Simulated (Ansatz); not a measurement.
**A computed series for SrO: response to strain**

Consider SrO in the rock salt structure (space group Fm-3m, No. 225; a = 5.1224 Å). Axes: x, y, z lie along the cube axes.

Strains are applied to the cell and any free atomic positions relax; under biaxial strain the out-of-plane vector relaxes too.

Computed with PBEsol, PAW, 420 eV (Ansatz, an electronic-structure program; spin-orbit coupling left out).

Notes on the quantities. energy relative to the base: free energy F.

```json
[
 {"biaxial strain, plane normal [111], relaxed out of plane (%)": "-2.5", "energy relative to the base (meV/atom)": "12.6"},
 {"biaxial strain, plane normal [111], relaxed out of plane (%)": "-2.08", "energy relative to the base (meV/atom)": "8.7"},
 {"biaxial strain, plane normal [111], relaxed out of plane (%)": "-1.25", "energy relative to the base (meV/atom)": "3.1"},
 {"biaxial strain, plane normal [111], relaxed out of plane (%)": "-0.83", "energy relative to the base (meV/atom)": "1.3"},
 {"biaxial strain, plane normal [111], relaxed out of plane (%)": "-0.42", "energy relative to the base (meV/atom)": "?"},
 {"biaxial strain, plane normal [111], relaxed out of plane (%)": "0", "energy relative to the base (meV/atom)": "0.0"}
]
```

Q: Fit ΔE = Aε² + Bε³ (ε in %) to the rows shown and predict the withheld row.

A: Least squares on the printed values gives A = 1.94 and B = -0.031 meV/atom (largest residual 0.1 meV/atom); this predicts 0.3 meV/atom, and the run gives 0.3 meV/atom, in agreement.

Stability against distortions was not tested.
